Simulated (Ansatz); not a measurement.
The (21-30) face of hcp Re can be cut between different planes. Symmetric, stoichiometric slabs relaxed in the 1x1 cell (32.9 Å²): top plane Re, 0.30 Å over the next in the ideal cut; top plane Re, 0.61 Å over the next in the ideal cut.

Calculation: PBE (plane waves to 420 eV, PAW; Ansatz, a program for electronic structure).

Problem. Rank these by surface energy (lowest first), as PBE gives it.

Solution. the cut with an outer spacing of 0.30 Å (3.15 J/m²), the cut with an outer spacing of 0.61 Å (3.51 J/m²)
